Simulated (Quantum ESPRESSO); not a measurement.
Band structure of Zr₂AlC (P6_3/mmc, 8 atoms in the cell).

```yaml
crystal:
  lattice:
    - [3.31940, 0.00000, 0.00000]
    - [-1.65970, 2.87468, 0.00000]
    - [0.00000, 0.00000, 14.58196]
  atoms:
    - { symbol: Zr, position: [0.33333, 0.66667, 0.08676] }
    - { symbol: Zr, position: [0.66667, 0.33333, 0.91324] }
    - { symbol: Zr, position: [0.66667, 0.33333, 0.58676] }
    - { symbol: Zr, position: [0.33333, 0.66667, 0.41324] }
    - { symbol: Al, position: [0.33333, 0.66667, 0.75000] }
    - { symbol: Al, position: [0.66667, 0.33333, 0.25000] }
    - { symbol: C, position: [0.00000, 0.00000, 0.00000] }
    - { symbol: C, position: [0.00000, 0.00000, 0.50000] }
```

Level of theory: LDA (PZ), GBRV 1.5 ultrasoft (LDA) pseudopotentials (plane waves; Quantum ESPRESSO).

Settings: ecutwfc = 40 Ry; ecutrho = 320 Ry; occupations = smearing; smearing = marzari-vanderbilt; degauss = 0.0073499 Ry; potentials = {Zr: zr_lda_v1.uspp.F.UPF, Al: al_lda_v1.uspp.F.UPF, C: c_lda_v1.2.uspp.F.UPF}; K_POINTS = automatic 7 7 2 0 0 0; nbnd = 37; conv_thr = 1e-11 Ry; mixing_beta = 0.4.

The starting cell comes from a database of computed structures (which also holds hypothetical and non-ambient phases and stackings), without a prior relaxation at this level.

Levels in eV from the Fermi level, bands 28 to 35:
```json
[
 {"point": "Γ", "28": "-0.83", "29": "0.36", "30": "0.94", "31": "1.25", "32": "1.25", "33": "1.28", "34": "1.28", "35": "2.60"},
 {"point": "M", "28": "-1.58", "29": "-1.38", "30": "-1.31", "31": "-0.43", "32": "-0.35", "33": "2.17", "34": "2.73", "35": "2.98"},
 {"point": "K", "28": "-1.16", "29": "-0.73", "30": "-0.73", "31": "-0.65", "32": "-0.65", "33": "0.03", "34": "1.15", "35": "2.01"},
 {"point": "A", "28": "-1.31", "29": "0.71", "30": "0.71", "31": "1.27", "32": "1.27", "33": "1.27", "34": "1.27", "35": "2.68"},
 {"point": "L", "28": "-1.98", "29": "-1.31", "30": "-1.31", "31": "-0.39", "32": "-0.39", "33": "2.58", "34": "2.58", "35": "2.97"},
 {"point": "H", "28": "-1.42", "29": "-0.94", "30": "-0.94", "31": "-0.46", "32": "-0.46", "33": "0.55", "34": "0.55", "35": "1.93"}
]
```

Bands cross the Fermi level along this path, so the cell is metallic at this level.
